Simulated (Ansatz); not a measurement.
HfO2: response to strain

Start from HfO₂ in the fluorite structure (space group Fm-3m, No. 225; a = 5.044 Å).

Strains are applied to the cell and any free atomic positions relax.

Method: PBEsol (Ansatz, a first-principles code, PAW, no spin-orbit coupling).

Candidates:
(a) isotropic strain +2.50 %
(b) isotropic strain −2.00 %
(c) isotropic strain −1.00 %

Notes on the quantities. energy relative to the base: free energy F.

Q: Order them by energy relative to the base, highest first.

A: (a) isotropic strain +2.50 % (+46 meV/atom), (b) isotropic strain −2.00 % (+34 meV/atom), (c) isotropic strain −1.00 % (+8.2 meV/atom)

No phonon test of stability was made. This is not the structure that HfO2 has at room temperature and ambient pressure.
